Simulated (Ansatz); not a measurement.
CO on the 1x1 (10-10) surface of wurtzite AlN (cut with top plane Al + N), one in a 2x1 cell, started at the site 'hollow Al'

Host crystal: wurtzite AlN, with a band gap (PBE, scalar-relativistic without spin-orbit coupling).

Level of theory: r2SCAN, at the PBE geometry (plane waves to 500 eV, PAW; Ansatz, an electronic-structure program).

Set-up: 34 atoms, 8.9 Å thick at the start under the adsorbate (thin: gaps and levels are the slab's own); mesh 3x4x1; 0.01 eV smearing; dipole correction on; single point; no symmetry held, on the structure that PBE left; no spin, no spin-orbit, no U, no dispersion correction. At the end it is bonded to Al. In PBE it is, or lies within 0.03 eV of, the lowest of the starts that converged; the order may differ at this level.

```yaml
adsorption energy against CO(g) at the same level: -0.76 eV
change_of_the_step_from_the_bottom_to_the_top_vacuum_level_against_the_clean_slab: 0.25 eV
height of the binding atom over the mean of the host atoms within 0.3 Å of the top one: 1.524 Å
nearest_host_atoms_of_the_binding_atom: Al at 2.15 Å, N at 2.23 Å, N at 2.97 Å
note: in the relaxation the adsorbate left its starting site by 0.9 Å
cost: roughly 100 core-seconds
```

A negative adsorption energy means that the adsorbate is more stable on the surface than in its reference.
